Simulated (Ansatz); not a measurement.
The starting structures come from a database of crystals and need not be the phases stable at ambient conditions.

 Where the default PAW files enter, the runs use the earlier of Ansatz's two default sets.

## Evanescent states of Ge$_{3}$N$_{4}$ (Fd-3m, not sure to be the ambient phase, 14 atoms a cell, 10.3 Å³ an atom, -6 GPa at this level) along the normal of (110)

The numbers are results of PBEsol (plane waves, PAW; Ansatz, a first-principles code), not measurements.

The gap is the functional's own. No spin-orbit coupling. Mid-gap values are interpolated on the energy grid.

Energies count from the valence-band top; κ is the least over a 6×4 mesh across the current.

```
E (eV)  κ (1/Å)  where
------  -------  -----
0.05      0.073  off Γ
0.15      0.119  off Γ
0.25      0.144      Γ
0.35      0.149      Γ
0.45      0.153      Γ
0.55      0.155      Γ
0.65      0.156      Γ
0.75      0.157      Γ
0.85      0.156      Γ
0.95      0.154      Γ
1.05      0.150      Γ
1.15      0.146      Γ
1.25      0.139      Γ
1.35      0.132      Γ
1.45      0.122      Γ
1.55      0.109      Γ
1.65      0.093      Γ
1.75      0.070      Γ
1.85      0.026      Γ
```

Problem. How thick must the barrier be to attenuate the transmission by 10^8 when the electrodes' Fermi level lies at 1.85 eV, and what attenuation does that film give at 1.65 eV?

Solution. d = 8 ln 10 / (2 × 0.026) = 354.2 Å. At 1.65 eV it gives 8 × 0.093/0.026 = 28.6 decades.
